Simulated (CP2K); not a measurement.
Band structure of ZrN (Fm-3m, 2 atoms in the cell).

```xyz
2
Lattice="3.3091 0.0000 0.0000 1.6546 2.8658 0.0000 1.6546 0.9553 2.7019" Properties=species:S:1:pos:R:3 pbc="T T T"
Zr     3.3091     1.9105     1.3510
N      0.0000     0.0000     0.0000
```

Method: CP2K with PBE, GPW, DZVP-MOLOPT-SR-GTH basis, GTH-PBE potentials (GTH_POTENTIALS).

Settings: CUTOFF = 500 Ry; REL_CUTOFF = 40 Ry; SMEAR/METHOD = FERMI_DIRAC; ELECTRONIC_TEMPERATURE = 580.23 K; KPOINTS/SCHEME = MONKHORST-PACK 8 8 8; GAMMA_CENTERED = T; XC_FUNCTIONAL = PBE; Zr/BASIS_SET = DZVP-MOLOPT-SR-GTH-q12; Zr/POTENTIAL = GTH-PBE-q12; N/BASIS_SET = DZVP-MOLOPT-SR-GTH-q5; N/POTENTIAL = GTH-PBE-q5; METHOD = GPW; EPS_DEFAULT = 1e-11; EXTRAPOLATION = USE_GUESS.

The starting cell comes from a database of computed structures (which also holds hypothetical and non-ambient phases and stackings), without a prior relaxation at this level. Its lattice was rescaled by a random factor within 2.5 % of one. Values carry the incompleteness of an atom-centred basis.

Levels in eV from the Fermi level, bands 6 to 11:
```
point      6      7      8      9     10     11
-----  -----  -----  -----  -----  -----  -----
Γ      -2.57  -2.57  -2.57  -0.39  -0.39  -0.39
X      -4.61  -3.28  -3.13  -3.13   3.05   4.08
W      -5.22  -4.69  -4.69   0.97   0.97   4.08
K      -5.35  -4.73  -4.31  -0.67   3.17   3.35
L      -7.39  -5.42  -5.42   2.80   2.80   2.82
U      -5.35  -4.73  -4.31  -0.67   3.17   3.35
```

Bands cross the Fermi level along this path, so the cell is metallic at this level.

Higher empty bands are left out: an atom-centred basis made for the valence describes them poorly.
